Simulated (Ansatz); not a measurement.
HfSiO4 (I4₁/amd, No. 141, 12 atoms in the cell; start COD 9000852), treated with PBE0 in Ansatz (plane waves, PAW).

Settings: plane-wave cutoff 460 eV, 6×6×6 k mesh, Fermi–Dirac smearing 0.01 eV, scalar-relativistic PAW data made under PBE.

Cell (measured lattice):

```
CELL_PARAMETERS angstrom
     -3.28625     3.28625     2.98160
      3.28625    -3.28625     2.98160
      3.28625     3.28625    -2.98160
ATOMIC_POSITIONS crystal
  Hf 0.75000 0.25000 0.50000
  Hf 0.00000 0.00000 0.00000
  Si 0.25000 0.75000 0.50000
  Si 0.50000 0.50000 0.00000
  O  0.13530 0.31980 0.81550
  O  0.06980 0.75430 0.68450
  O  0.50430 0.31980 0.18450
  O  0.06980 0.38530 0.31550
  O  0.61470 0.93020 0.68450
  O  0.68020 0.86470 0.18450
  O  0.24570 0.93020 0.31550
  O  0.68020 0.49570 0.81550
```

What does this level give for the band gap, smallest direct gap on the k points sampled and direct gap at Γ?


- band gap = 8.04 eV
- smallest direct gap on the k points sampled = 8.45 eV
- direct gap at Γ = 8.52 eV

Note: the file's cell can be that of a phase stable at another temperature; cell and atoms aren't relaxed at this level (largest force component 0.04 eV/Å, pressure 1.0 GPa).

Spin–orbit coupling is not included.

The computed numbers hold no vibrational or temperature effects.

The result took roughly 21 core-minutes.

Ansatz is a quantum-chemistry and plane-wave program.
